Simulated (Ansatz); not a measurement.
Start from ZnSe in the zinc blende structure (space group F-43m, No. 216; a = 5.666 Å). Axes: x, y, z lie along the cube axes.

The change: a pure shear with ε_xy = ε_yx = -0.0247; the atoms relax in the strained cell.

Levels (all Ansatz, a program for electronic structure, PAW, earlier PAW set): r2SCAN (500 eV, no spin-orbit coupling); HSE06+SOC (420 eV, spin-orbit coupling included).

The geometry is relaxed with r2SCAN.

| Property | Result |
|---|---|
| r2SCAN valence-band top at Γ | 0.00, -0.17, -0.29 eV |
| r2SCAN lowest conduction level above the VBM at special points | Γ 1.68 eV; R 2.70 eV; X 2.96 eV |

### Question
What does HSE06+SOC give at this geometry for the valence-band top at Γ and lowest conduction level above the VBM at special points?

### Answer
The valence-band top at Γ (three highest Kramers pairs, from the VBM) becomes 0.00, -0.19, -0.57 eV (r2SCAN: 0.00, -0.17, -0.29 eV); the lowest conduction level above the VBM at special points goes from Γ 1.68 eV; R 2.70 eV; X 2.96 eV to Γ 2.14 eV; R 3.21 eV; X 3.41 eV.

Single points use the geometry relaxed with r2SCAN. The spin-orbit shifts are approximate. The levels and masses belong to the bands next to the band gap. Stability against distortions was not tested. k-point labels follow each cell's own Brillouin zone.
